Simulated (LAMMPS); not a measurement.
MD of C (diamond structure) at zero pressure, 1000 atoms, as a liquid; each row is its own run.

All values are model results, not measurements: classical MD, pair style gw, file SiC.gw (LAMMPS).

```csv
T (K),volume (Å³/atom)
2200,9.1691
2800,9.7270
3600,10.316
4000,10.571
4400,10.851
5000,11.319
5600,11.828
```

Problem. Fit a straight line, y = a + b x, to these rows (x is the first column, y the second) and predict the run at x = 3200.

Solution. Least squares gives a = 7.5395 and b = 0.0007610. At x = 3200 the fit predicts 9.9748 Å³/atom. The run itself gave 10.014 ± 0.006 Å³/atom, so the fit is 0.39 % low.

Caution (rows 2200; 2800): enthalpy drifts during the constant-pressure average: a transition or slow ageing; fluctuation values are void.

Caution: the potential SiC.gw is made for SiC, not for the elements.

Caution: with SiC.gw the 0 K volume of this crystal is 28 % off the measured one.

Caution: at ambient pressure real C sublimes or decomposes before or as it melts, so this liquid is the model's.

Caution (row 2200): this liquid lies under the melting point of about 2420 K that SiC.gw gives, so it is undercooled.
